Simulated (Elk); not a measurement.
Elk run on AlNi (Pm-3m, 2 atoms in the cell): self-consistent single point.

Method of the run: LDA (PW92), all-electron FP-LAPW, Elk's shipped species files, APW+lo basis with extra local orbitals run with Elk 10.2.4.

```xyz
2
Lattice="2.8669 0.0000 0.0000 0.0000 2.8669 0.0000 0.0000 0.0000 2.8669" Properties=species:S:1:pos:R:3 pbc="T T T"
Al     1.4334     1.4334     1.4334
Ni     0.0000     0.0000     0.0000
```

Reference input (self-consistent single point, DFT, PBE, all-electron FP-LAPW, Elk's shipped species files, APW+lo basis with extra local orbitals): xctype = 20; rgkmax = 8; stype = 0; swidth = 0.00499791 Ha; ngridk = 11 11 11; tforce = true; gmaxvr = 18 1/bohr; lmaxapw = 10; lmaxo = 8; nxlo = 2; lorbcnd = true; lradstp = 2. This run's input differs from it in these lines:

```diff
@@ -2,5 +2,2 @@
   0
-
-xctype
-  20
```

The program printed (abridged):

```
│ Self-consistent loop started │
│ Loop number : 1 │
 total energy                :     -1772.39847292
│ Loop number : 2 │
 total energy                :     -1771.83147159
RMS change in Kohn-Sham potential (target) :   0.2024795230     (  0.1000000000E-05)
Absolute change in total energy (target)   :   0.5670013283     (  0.1000000000E-03)
│ Loop number : 3 │
 total energy                :     -1767.37195633
RMS change in Kohn-Sham potential (target) :   0.1150367768     (  0.1000000000E-05)
Absolute change in total energy (target)   :    4.601265598     (  0.1000000000E-03)
│ Loop number : 4 │
   [... lines left out ...]
Absolute change in total energy (target)   :   0.1248240068E-02 (  0.1000000000E-03)
│ Loop number : 13 │
 total energy                :     -1760.37007224
RMS change in Kohn-Sham potential (target) :   0.1501453567E-05 (  0.1000000000E-05)
Absolute change in total energy (target)   :   0.2526477870E-03 (  0.1000000000E-03)
│ Loop number : 14 │
 total energy                :     -1760.37013843
RMS change in Kohn-Sham potential (target) :   0.6628321315E-07 (  0.1000000000E-05)
Absolute change in total energy (target)   :   0.3027482080E-05 (  0.1000000000E-03)
Convergence targets achieved

│ Loop number : 15 │

Energies :
 Fermi                       :     0.328849638102
 total energy                :     -1760.37014215

Density of states at Fermi energy :    28.82906052
 (states/Hartree/unit cell)

Estimated indirect band gap :   0.4571829429E-02
 from k-point     29 to k-point     32
Estimated direct band gap   :   0.2379713031E-01
 at k-point     52

Charges :
 core                        :    16.00000000
 valence                     :    25.00000000
 interstitial                :    2.030935932
 muffin-tins (core leakage)
  species :    1 (Al)
   atom    1                 :    11.38127842     (  0.5121221061E-03)
  species :    2 (Ni)
   atom    1                 :    27.58778565     (  0.3051497685E-03)
 total in muffin-tins        :    38.96906407
   [... lines left out ...]
   total force               :    -0.00000000    0.00000000    0.00000000
   total magnitude           :     0.00000000
 species :    2 (Ni)
  atom :    1
   Hellmann-Feynman          :     0.00000000    0.00000000    0.00000000
   IBS                       :    -0.00000000   -0.00000000    0.00000000
   total force               :     0.00000000   -0.00000000    0.00000000
   total magnitude           :     0.00000000
```

The run converged in 15 iterations. The count includes the last loop, which Elk runs after its targets are met. 

The starting cell comes from a database of computed structures (which also holds hypothetical and non-ambient phases and stackings), without a prior relaxation at this level. Its lattice was rescaled by a random factor within 2.5 % of one. Spin polarisation is off. Values depend on the basis (sphere radii, cutoffs, local orbitals), which need not be converged. The log's line on a gap gives a spacing of levels on this mesh, which the program prints for metals too.
